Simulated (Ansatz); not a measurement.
Structures of equal composition on the (0001) surface of 4H silicon carbide (Si plane on top): (√3x√3)R30° In adatom at H3; (√3x√3)R30° In adatom at T4. The slabs share one bottom face, and each structure is named by its start. These are constructed structures in small cells; real faces may alloy, dewet or reconstruct in larger ones, and not all known structures of the face are among them. Slabs of about 10 Å, Fermi-Dirac smearing of 0.025 eV. Bottom of the slabs: H caps. Relaxed from the named starts with such symmetry as they have, on meshes of like density; energies extrapolated to zero smearing; spin only where a row says so; no spin-orbit coupling, no U. Brackets mark spin-polarised runs, whose order is one that fits the cell. Where a second, spin-polarised start was run, the lower counts.

Calculation: PBE (plane waves to 420 eV, PAW; Ansatz, an electronic-structure program).

Q: Put the candidates in order of energy per 1x1 cell, lowest first, for PBE.

A: (√3x√3)R30° In adatom at T4 (0.000 eV, gap 1.07 eV on the mesh), (√3x√3)R30° In adatom at H3 (0.109 eV, gap 0.78 eV on the mesh)
